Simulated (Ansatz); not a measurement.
## Response to strain in WC

Start from WC (space group P-6m2, No. 187; a = 2.923 Å, c = 2.846 Å; relaxed with 0.1 eV smearing).

Strains are applied to the cell and any free atomic positions relax.

All numbers come from Ansatz (a first-principles code), PBE, PAW, cutoff 420 eV, no SOC, earlier PAW set.

Notes on the quantities. energy relative to the base: free energy F.

```tsv
isotropic strain (%)	energy relative to the base (meV/atom)
-0.59	4.1
-0.52	?
0	0.0
2.58	70.0
5.47	286.8
```

Question: Fit ΔE = Aε² + Bε³ (ε in %) to the rows shown and predict the withheld row.

Answer: Least squares on the printed values gives A = 11.3 and B = -0.32 meV/atom (largest residual 0.1 meV/atom); this predicts 3.1 meV/atom, and the run gives 3.1 meV/atom, in agreement.

Stability against distortions was not tested. All final runs are without spin polarisation.
